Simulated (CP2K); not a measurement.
**A self-consistent single point of CaTiS2 (P-3m1, 4 atoms in the cell) with CP2K**

Computed with CP2K 2026.2 with PBEsol, GPW, DZVP-MOLOPT-SR-GTH basis, GTH-PBE potentials (GTH_POTENTIALS).

Input as run:

```
&GLOBAL
  PROJECT bulk
  RUN_TYPE ENERGY_FORCE
  PRINT_LEVEL MEDIUM
&END GLOBAL
&FORCE_EVAL
  METHOD Quickstep
  STRESS_TENSOR ANALYTICAL
  &DFT
    BASIS_SET_FILE_NAME BASIS_MOLOPT
    POTENTIAL_FILE_NAME GTH_POTENTIALS
    &QS
      METHOD GPW
      EPS_DEFAULT 1E-10
    &END QS
    &MGRID
      CUTOFF 600
      REL_CUTOFF 50
      NGRIDS 5
    &END MGRID
    &SCF
      SCF_GUESS ATOMIC
      EPS_SCF 1E-7
      MAX_SCF 100
      ADDED_MOS 7
      &DIAGONALIZATION
        ALGORITHM STANDARD
      &END DIAGONALIZATION
      &MIXING
        METHOD BROYDEN_MIXING
        ALPHA 0.2
        NBUFFER 10
        BETA 1
      &END MIXING
      &SMEAR ON
        METHOD FERMI_DIRAC
        ELECTRONIC_TEMPERATURE [K] 1160.45
      &END SMEAR
    &END SCF
    &KPOINTS
      SCHEME MONKHORST-PACK 7 7 4
      GAMMA_CENTERED T
    &END KPOINTS
    &XC
      &XC_FUNCTIONAL
        &PBE
          PARAMETRIZATION PBESOL
        &END PBE
      &END XC_FUNCTIONAL
    &END XC
    &PRINT
      &MO
        EIGENVALUES T
        OCCUPATION_NUMBERS T
        NDIGITS 8
        FILENAME mo
        &EACH
          QS_SCF 0
        &END EACH
        ADD_LAST NUMERIC
      &END MO
      &MULLIKEN ON
      &END MULLIKEN
    &END PRINT
  &END DFT
  &SUBSYS
    &CELL
      A 3.64514000 0.00000000 0.00000000
      B -1.82257000 3.15678400 0.00000000
      C 0.00000000 0.00000000 6.54150000
      PERIODIC XYZ
    &END CELL
    &COORD
      SCALED
      Ca       0.00000000     0.00000000     0.50000000
      Ti       0.00000000     0.00000000     0.00000000
      S        0.33333300     0.66666700     0.78034000
      S        0.66666700     0.33333300     0.21966000
    &END COORD
    &KIND Ca
      BASIS_SET DZVP-MOLOPT-SR-GTH
      POTENTIAL GTH-PBE-q10
    &END KIND
    &KIND Ti
      BASIS_SET DZVP-MOLOPT-SR-GTH
      POTENTIAL GTH-PBE-q12
    &END KIND
    &KIND S
      BASIS_SET DZVP-MOLOPT-SR-GTH
      POTENTIAL GTH-PBE-q6
    &END KIND
  &END SUBSYS
  &PRINT
    &FORCES ON
    &END FORCES
    &STRESS_TENSOR ON
    &END STRESS_TENSOR
  &END PRINT
&END FORCE_EVAL
```

Output (repeated stretches shortened):

```
 GLOBAL| Method name                                                        CP2K
 GLOBAL| Project name                                                       bulk
 GLOBAL| Run type                                                   ENERGY_FORCE

 CELL| Volume [angstrom^3]:                                            75.272515
 CELL| Vector a [angstrom]:       3.645     0.000     0.000   |a| =     3.645140
 CELL| Vector b [angstrom]:      -1.823     3.157     0.000   |b| =     3.645140
 CELL| Vector c [angstrom]:       0.000     0.000     6.542   |c| =     6.541500
 CELL| Angle (b,c), alpha [degree]:                                    90.000000
 CELL| Angle (a,c), beta  [degree]:                                    90.000000
 CELL| Angle (a,b), gamma [degree]:                                   119.999999
 CELL| Numerically orthorhombic:                                              NO
 CELL| Periodicity                                                           XYZ

 DFT| Spin restricted Kohn-Sham (RKS) calculation                            RKS
 DFT| Multiplicity                                                             1
 DFT| Number of spin states                                                    1
 DFT| Charge                                                                   0
 DFT| XC density smoothing                                                  NONE
 DFT| XC derivatives                                                          PW

 QS| Method:                                                                 GPW
 QS| Density plane wave grid type                        NON-SPHERICAL FULLSPACE
 QS| Number of grid levels:                                                    5
 QS| Density cutoff [a.u.]:                                                300.0
 QS| Multi grid cutoff [a.u.]: 1) grid level                               300.0
   [... lines left out ...]
 BRILLOUIN| Wavefunction type                                            COMPLEX
 BRILLOUIN| List of Kpoints [2 Pi/Bohr]                                       99
 BRILLOUIN| Number           Weight            X              Y              Z
 BRILLOUIN|     1           0.01020       -0.42857       -0.42857       -0.25000
 BRILLOUIN|     2           0.01020       -0.42857       -0.42857        0.00000
 BRILLOUIN|     3           0.01020       -0.42857       -0.42857        0.25000
   [... 96 lines left out ...]
 *******************************************************************************

 Extrapolation method: initial_guess

 Re-scaling the density matrix to get the right number of electrons
                  # Electrons              Trace(P)               Scaling factor
                           34                34.000                        1.000

 Number of electrons:                                                         34
 Number of occupied orbitals:                                                 17
 Number of molecular orbitals:                                                24

 Number of orbital functions:                                                 66
 Number of independent orbital functions:                                     66
 SCF WAVEFUNCTION OPTIMIZATION

  Step     Update method      Time    Convergence         Total energy    Change
     1 NoMix/Diag. 0.20E+00      -     1.90686733      -115.8781782178 -1.16E+02
     2 Broy./Diag. 0.20E+00      -     0.02759512      -115.6860234821  1.92E-01
     3 Broy./Diag. 0.20E+00      -     0.03285134      -115.3698985223  3.16E-01
     4 Broy./Diag. 0.20E+00      -     0.05027509      -115.2114664197  1.58E-01
     5 Broy./Diag. 0.20E+00      -     0.00557332      -115.3393950660 -1.28E-01
     6 Broy./Diag. 0.20E+00      -     0.01028271      -115.3500845510 -1.07E-02
     7 Broy./Diag. 0.20E+00      -     0.00034477      -115.3498179068  2.67E-04
   [... 5 lines left out ...]
    13 Broy./Diag. 0.20E+00      -     0.00000449      -115.3437053879  1.08E-04
    14 Broy./Diag. 0.20E+00      -     0.00000430      -115.3436719570  3.34E-05
    15 Broy./Diag. 0.20E+00      -     0.00000069      -115.3436652679  6.69E-06
    16 Broy./Diag. 0.20E+00      -     0.00000081      -115.3436709278 -5.66E-06
    17 Broy./Diag. 0.20E+00      -     0.00000005      -115.3436720372 -1.11E-06
  *** SCF run converged in    17 steps ***

  Electronic density on regular grids:        -33.9999999986        0.0000000014
  Core density on regular grids:               33.9999999978       -0.0000000022
  Total charge density on r-space grids:       -0.0000000008
  Total charge density g-space grids:          -0.0000000008

  Overlap energy of the core charge distribution:               0.00000000000000
  Self energy of the core charge distribution:               -227.59018403997018
  Core Hamiltonian energy:                                     55.00504031567671
  Hartree energy:                                              74.13600381782854
  Exchange-correlation energy:                                -16.89179201024525
  Electronic entropic energy:                                  -0.00274012070897
  Fermi energy:                                                 0.33228789340397

  Total energy:                                              -115.34367203719566
  Total energy (extrapolated to T->0):                       -115.34230197684117

                     Mulliken Population Analysis

 #  Atom  Element  Kind  Atomic population                           Net charge
       1     Ca       1          9.540103                              0.459897
       2     Ti       2         12.166519                             -0.166519
       3     S        3          6.146689                             -0.146689
       4     S        3          6.146689                             -0.146689
 # Total charge                             34.000000                  0.000000

 ENERGY| Total FORCE_EVAL ( QS ) energy [hartree]           -115.343671170667307

 FORCES| Atomic forces [hartree/bohr]
 FORCES|   Atom     x               y               z               |f|
 FORCES|      1 -1.15602735E-13 -4.29388855E-10  1.51533094E-09   1.57499291E-09
 FORCES|      2  4.19292562E-14  8.84152784E-09  7.24328192E-09   1.14296871E-08
 FORCES|      3  2.42145147E-07 -2.57326481E-07  4.15165560E-03   4.15165561E-03
 FORCES|      4 -2.42145119E-07  2.48872355E-07 -4.15166552E-03   4.15166553E-03
 FORCES| Sum    -4.53527336E-14 -4.19876036E-11 -1.16299082E-09
 FORCES| Total atomic force                                       1.16374852E-09

 STRESS| Analytical stress tensor [bar]
 STRESS|                        x                   y                   z
 STRESS|      x       -3.15571026475E+04   8.53929892583E-01  -1.33352678317E-01
 STRESS|      y        8.53929892583E-01  -3.15558231806E+04  -2.63096120991E-01
 STRESS|      z       -1.33352678317E-01  -2.63096120991E-01  -2.62700739134E+04
 STRESS| 1/3 Trace                                            -2.97943332472E+04
```

The run converged in 17 iterations.

The starting cell comes from a database of computed structures (which also holds hypothetical and non-ambient phases and stackings), without a prior relaxation at this level. Spin polarisation is off, so a magnetic state, if there is one, cannot be reached. Values carry the incompleteness of an atom-centred basis. The potentials were made for another functional than the one used.

Cost on one core of a shared machine: roughly 30 s.
